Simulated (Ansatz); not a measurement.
We consider SiO₂ (P4₁2₁2, No. 92), described by r²SCAN (plane waves, PAW; Ansatz, a first-principles code).

Numerical settings: plane-wave cutoff 560 eV, 8×8×6 k mesh (along the axes of the cell as run), Fermi–Dirac smearing 0.01 eV, scalar-relativistic PAW data made under PBE.

Properties against volume:

Shape and atoms are relaxed at each volume.

```tsv
V (Å³/atom)	P (GPa)	direct gap at Γ (eV)	c (Å)	a (Å)
13.723	0.67	6.431	6.798	4.922
14.009	0.33	6.389	6.858	4.951
14.295	0.00	6.347	6.917	4.980
14.581	-0.25	6.307	6.974	5.009
14.867	-0.51	6.268	7.029	5.038
```

A straight line through the gaps at Γ against ln V gives a volume deformation potential dE_g(Γ)/d ln V of -2.0 eV: the gap at Γ widens under compression.

Note: the bulk modulus comes from volumes at which shape and atoms were relaxed.
